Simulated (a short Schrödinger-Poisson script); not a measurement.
Stack: single GaAs/Al0.1Ga0.9As quantum well.

```csv
layer,material,thickness (nm)
1,Al0.1Ga0.9As,20
2,GaAs,4.8
3,Al0.1Ga0.9As,20
```

Constants are typed, rounded textbook-type inputs, not results; the design itself was drawn at random and stands for no fabricated device. GaAs: direct gap (eV) 1.424, conduction-band edge (eV) 0, electron mass (mₑ) 0.067, heavy-hole mass 0.377, light-hole mass 0.09. Al0.1Ga0.9As: direct gap (eV) 1.549, conduction-band edge (eV) 0.079, electron mass (mₑ) 0.0753, heavy-hole mass 0.387, light-hole mass 0.099.

The valence-band edge of each layer lies one gap below its conduction-band edge. The electron's potential energy rises along the stack by the applied field. Mesh 0.03 nm at interfaces.

**Question.** Estimate e1 and hh1 for infinitely high walls at zero field, and compare with the finite well.

**Answer.** ħ²π²/(2mL²) gives 243.6 meV for the electron and 43.3 meV for the heavy hole. The finite well gives 45.6 and 15.6 meV, 0.19 and 0.36 of the estimates, as the states reach into the barriers (36 % of e1 lies outside the well).

From a short Schrödinger-Poisson script (our own, NumPy): one-band effective-mass equation with BenDaniel-Duke matching, electrons, heavy and light holes apart, hard walls at the outer ends, one valence edge for both holes (no strain splitting), no charge, excitons, band mixing or non-parabolicity; under a field the levels are quasi-bound states of a box, listed while three quarters of their weight lies within 4 nm of the wells.
